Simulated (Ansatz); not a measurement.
# How the lattice parameter a of TaAs (I4₁md, No. 109; start mp-1936) moves with the method

No measured value is used here.

```
level (code)          value (Å)
-------------------  ----------
LDA (Ansatz)              3.405
PBE (Ansatz)              3.463
PBEsol (Ansatz)           3.429
PBE-D3(BJ) (Ansatz)  (withheld)
PBE-D4 (Ansatz)           3.442
```

**Question.** Complete the blanks.

**Answer.** 
- PBE-D3(BJ) (Ansatz, a quantum-chemistry and plane-wave program), value (Å): 3.432

Density-functional levels without +SOC have no spin–orbit coupling. LDA, PBE, PBEsol, PBE-D3(BJ), PBE-D4: the relaxation could not lower the start's symmetry, so the cell can be a saddle point above a distorted one. Ansatz's density-functional and Hartree–Fock values are scalar-relativistic unless marked +SOC, with PAW data made under PBE.

A start named mp-… is a Materials Project structure, which can be a computed phase never made.
